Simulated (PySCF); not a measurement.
PySCF 2.14.0, TPSSH/def2-svp, df: V(O)(F)2(OH) ([O]=[V]([OH])([F])[F]), 6 atoms. The geometry is a generated start, not checked to be a minimum at this level.

| Item | Result |
|---|---|
| task | energy |
| method | tpssh |
| basis | def2-svp |
| two-electron scheme | density fitting |
| mol.max_memory | 3000 MB |
| mf.max_cycle | 100 |
| mf.conv_tol | 1e-09 (default) |
| mf.grids.level | 3 (default) |
| basis functions | 92 |
| grid points | 87400 |

```xyz
6

V      0.2904    -0.2754     0.0487
O      1.2620     0.0262    -1.0764
F      1.1344    -0.1351     1.4449
F     -0.2149    -1.8138    -0.1639
O     -0.9381     0.7445     0.0047
H     -1.5338     1.4536    -0.2579
```

Charge 0 and multiplicity 1 are set for this test and not shown to be the ground state.

With the defaults (mf.DIIS = CDIIS, mf.diis_space = 8, mf.diis = true, mf.init_guess = minao, mf.damp = 0, mf.diis_start_cycle = 1, newton = off, mf.level_shift = 0) it converges in 15 Fock builds. One run each on 2 threads, 1 BLAS thread, with these changes:
- mf.diis_space = 3
- mf.diis = false, mf.damp = 0.7, mf.diis_start_cycle = 999
- mf.init_guess = huckel
- mf.init_guess = 1e
- mf.DIIS = EDIIS
- newton = Hessian by the SCF's own integrals
- mf.level_shift = 0.3 Hartree
- mf.init_guess = sap
- mf.diis = false

**Question.** Which runs fail or end elsewhere than the default run?

**Answer.** No convergence: mf.DIIS = EDIIS; mf.diis_space = 3; mf.diis = false (the run ends without SCF convergence in 100 cycles). The rest reach the solution of the defaults.

```csv
setting,Fock builds,end
the defaults,15,same solution
mf.init_guess = sap,17,same solution
mf.init_guess = 1e,20,same solution
mf.init_guess = huckel,21,same solution
mf.level_shift = 0.3 Hartree,21,same solution
newton = Hessian by the SCF's own integrals,48,same solution
"mf.diis = false, mf.damp = 0.7, mf.diis_start_cycle = 999",59,same solution
mf.DIIS = EDIIS,101,no convergence
mf.diis_space = 3,101,no convergence
mf.diis = false,101,no convergence
```

Under newton the count holds the products with the orbital Hessian.
